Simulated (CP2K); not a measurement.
A self-consistent single point of InRh (Pm-3m, 2 atoms in the cell) with CP2K.

Method: LDA (Pade form), GPW, TZVP-MOLOPT-SR-GTH basis, GTH-PADE potentials (GTH_POTENTIALS) in CP2K.

```
CELL_PARAMETERS angstrom
      3.20968     0.00000     0.00000
      0.00000     3.20968     0.00000
      0.00000     0.00000     3.20968
ATOMIC_POSITIONS crystal
  In 0.00000 0.00000 0.00000
  Rh 0.50000 0.50000 0.50000
```

Reference input (self-consistent single point, DFT PBEsol, GPW, TZVP-MOLOPT-SR-GTH basis, GTH-PBE potentials (GTH_POTENTIALS)): CUTOFF = 500 Ry; REL_CUTOFF = 50 Ry; SMEAR/METHOD = GAUSSIAN; SIGMA = 0.2 eV; KPOINTS/SCHEME = MONKHORST-PACK 10 10 10; GAMMA_CENTERED = T; XC_FUNCTIONAL = PBE:PBESOL; In/BASIS_SET = TZVP-MOLOPT-SR-GTH; In/POTENTIAL = GTH-PBE-q13; Rh/BASIS_SET = TZVP-MOLOPT-SR-GTH; Rh/POTENTIAL = GTH-PBE-q17; METHOD = GPW. This run's input differs from it in these lines:

```diff
@@ -44,6 +44,3 @@
     &XC
-      &XC_FUNCTIONAL
-        &PBE
-          PARAMETRIZATION PBESOL
-        &END PBE
+      &XC_FUNCTIONAL PADE
       &END XC_FUNCTIONAL
@@ -79,3 +76,3 @@
       BASIS_SET TZVP-MOLOPT-SR-GTH
-      POTENTIAL GTH-PBE-q13
+      POTENTIAL GTH-PADE-q13
     &END KIND
@@ -83,3 +80,3 @@
       BASIS_SET TZVP-MOLOPT-SR-GTH
-      POTENTIAL GTH-PBE-q17
+      POTENTIAL GTH-PADE-q17
     &END KIND
```

Log, with long lists cut:

```
 SCF WAVEFUNCTION OPTIMIZATION

  Step     Update method      Time    Convergence         Total energy    Change
     1 NoMix/Diag. 0.20E+00      -     9.12044884      -166.9039118752 -1.67E+02
     2 Broy./Diag. 0.20E+00      -     0.02366468      -167.6776515094 -7.74E-01
     3 Broy./Diag. 0.20E+00      -     0.06927393      -167.1812520619  4.96E-01
     4 Broy./Diag. 0.20E+00      -     0.12708398      -166.5424945432  6.39E-01
     5 Broy./Diag. 0.20E+00      -     0.01130273      -166.5398055071  2.69E-03
     6 Broy./Diag. 0.20E+00      -     0.03016998      -166.5263795521  1.34E-02
   [... 3 lines left out ...]
    10 Broy./Diag. 0.20E+00      -     0.00044903      -166.5154956815 -5.00E-04
    11 Broy./Diag. 0.20E+00      -     0.00000153      -166.5156775450 -1.82E-04
    12 Broy./Diag. 0.20E+00      -     0.00000522      -166.5156503850  2.72E-05
    13 Broy./Diag. 0.20E+00      -     0.00000096      -166.5156385893  1.18E-05
  *** SCF run converged in    13 steps ***

  Overlap energy of the core charge distribution:               0.00000000000274
  Self energy of the core charge distribution:               -284.05906368425337
  Core Hamiltonian energy:                                     74.54181708292566
  Hartree energy:                                              61.62250419835358
  Exchange-correlation energy:                                -18.61998687804675
  Smearing free energy correction:                             -0.00090930822672
  Fermi energy:                                                 0.47389984412842

  Total energy:                                              -166.51563858925084
  Total energy (extrapolated to sigma->0):                   -166.51518393513749

   [... lines left out ...]

 STRESS| Analytical stress tensor [bar]
 STRESS|                        x                   y                   z
 STRESS|      x       -8.12077318367E+04   2.68550090592E-06   2.66333352781E-06
 STRESS|      y        2.68550090592E-06  -8.12081667183E+04   2.68426521154E-06
 STRESS|      z        2.66333352781E-06   2.68426521154E-06  -8.12052465349E+04
 STRESS| 1/3 Trace                                            -8.12070483633E+04
```

The run converged in 13 iterations. Against the reference run the pressure goes from -0.93 to -8.12 GPa.

The starting cell comes from a database of computed structures (which also holds hypothetical and non-ambient phases and stackings), without a prior relaxation at this level. Spin polarisation is off. Values carry the incompleteness of an atom-centred basis. With a pressure of about -8 GPa the cell is away from its equilibrium volume at this level.

Cost on one core of a shared machine: roughly 2 min.
